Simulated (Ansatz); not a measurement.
What biaxial strain −2.49 %, plane normal [111], relaxed out of plane does to GaN

The parent structure is GaN in the zinc blende structure (space group F-43m, No. 216; a = 4.4981 Å). Axes: x, y, z lie along the cube axes.

Now apply this change: compressive biaxial strain of 2.49 % in the plane normal to [111], as in epitaxy on a mismatched substrate; the out-of-plane cell vector and the atoms relax.

Method: DFT with PBEsol, PAW potentials and a 420 eV plane-wave cutoff in Ansatz (a program for electronic structure), no SOC. Γ-centred 13×13×13 mesh, Fermi–Dirac width 0.05 eV.

| quantity | base | changed | shift |
|---|---|---|---|
| energy relative to the base (free energy F) | 0 meV/atom | +20 meV/atom | +20 meV/atom |
| pressure (mean of the normal stresses, compression positive) | 0.00 GPa | 7.95 GPa | +7.944 GPa |
| band gap | 1.70 eV | 1.81 eV | +0.11 eV |
| gap character | direct at Γ | direct at Γ | – |
| electron mass | 0.15 mₑ (at Γ) | 0.16 mₑ out of plane, 0.18 mₑ in plane (at Γ) | – |
| valence-band top at Γ (three highest levels, from the VBM) | 0.00, 0.00, 0.00 eV | 0.00, 0.00, -0.28 eV | – |
| valley order (the lowest conduction-band minima on the path, energy above the VBM, named in the base's zone) | Γ 1.70 eV | Γ 1.81 eV; X along [100] 3.10 eV | – |
| out-of-plane strain | – | +1.16 % | – |
| ratio −ε⊥/ε∥ | – | 0.47 | – |
| mean in-plane stress (compression positive) | – | +11.9 GPa | – |

Cost of the whole job for the changed cell (relaxation, final SCF and bands): about 90 core-seconds (a rough figure).

Effective masses come from finite differences of ±0.01 Å⁻¹. Stability against distortions was not tested. This is not the structure that GaN has at room temperature and ambient pressure. k-point labels follow each cell's own Brillouin zone.
